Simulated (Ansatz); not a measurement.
Start from Sn in the diamond structure (space group Fd-3m, No. 227; a = 6.6558 Å; relaxed with 0.1 eV smearing). Axes: x, y, z lie along the cube axes.

Computed with Ansatz (a program for electronic structure) PBE, scalar-relativistic without spin-orbit coupling, earlier PAW set.

A first run, uniaxial strain ε_xx = −2.10 %, gives secant values C11 ≈ 57 GPa and C12 ≈ 29 GPa from its stress. A second run applies biaxial strain +1.17 %, plane normal [001], relaxed out of plane.

Q: What does linear elasticity predict for −ε⊥/ε∥ in the second run, and what does the run give?

A: Linear elasticity: 2 C12/C11 = 1.02. The run gives 0.94; any difference comes from nonlinear terms at these strains and numerical noise.

Whether these cells are dynamically stable was not tested.
